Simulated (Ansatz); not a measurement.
Take ZnSiP$_{2}$ in the chalcopyrite structure (space group I-42d, No. 122; a = 5.3531 Å, c = 10.4452 Å) as the base.

Level of theory: PBEsol/PAW in Ansatz (a quantum-chemistry and plane-wave program), without spin-orbit coupling.

Base values:

* **Gap character**: direct at Γ

Perturbation: every lattice vector is shortened by 3.00 %, atoms relaxed at fixed cell.

Q: Estimate the effect on the gap character.

A: The gap character remains direct at Γ.

Q: What happens to the largest internal atomic displacement?

A: The largest internal atomic displacement is 0.014 Å.

Q: Estimate the effect on the energy relative to the base.

A: The energy goes up by 49 meV/atom.

Q: What happens to the mean gap deformation potential ΔEg/Δln V?

A: The mean gap deformation potential ΔEg/Δln V amounts to +2.6 eV.

The cells carry an imposed strain or load. Stability against distortions was not tested.
